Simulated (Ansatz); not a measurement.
Consider TiSi2 (space group Cmcm, No. 63).

```
CELL_PARAMETERS angstrom
      1.77297    -6.78252     0.00000
      1.77297     6.78252     0.00000
      0.00000     0.00000     3.57969
ATOMIC_POSITIONS crystal
  Si 0.94084 0.05916 0.75000
  Si 0.05916 0.94084 0.25000
  Si 0.25028 0.74972 0.75000
  Si 0.74972 0.25028 0.25000
  Ti 0.60320 0.39680 0.75000
  Ti 0.39680 0.60320 0.25000
```

Computed with PBE (Ansatz, a quantum-chemistry and plane-wave program), scalar-relativistic without spin-orbit coupling, earlier PAW set.

One change was made to it. Results:

The density increases by 1.08 g/cm³ (4.01 g/cm³ → 5.09 g/cm³); the shortest interatomic distance decreases by 0.0915 Å to 2.313 Å; the band gap stays zero.

Task: Which change produced these results?
(A) pressure 3 GPa
(B) pressure 100 GPa
(C) pressure 50 GPa
(D) pressure −2 GPa
(E) pressure −1 GPa

Result: C, pressure 50 GPa. For comparison, the density in the other runs: pressure 100 GPa gives 5.79 g/cm³; pressure −2 GPa gives 3.95 g/cm³; pressure 3 GPa gives 4.11 g/cm³; pressure −1 GPa gives 3.98 g/cm³.

Load acts through the strain it causes; cell and atoms are relaxed under it. Whether these cells are dynamically stable was not tested. Competing high-pressure phases were not computed. The final runs are not spin-polarised.
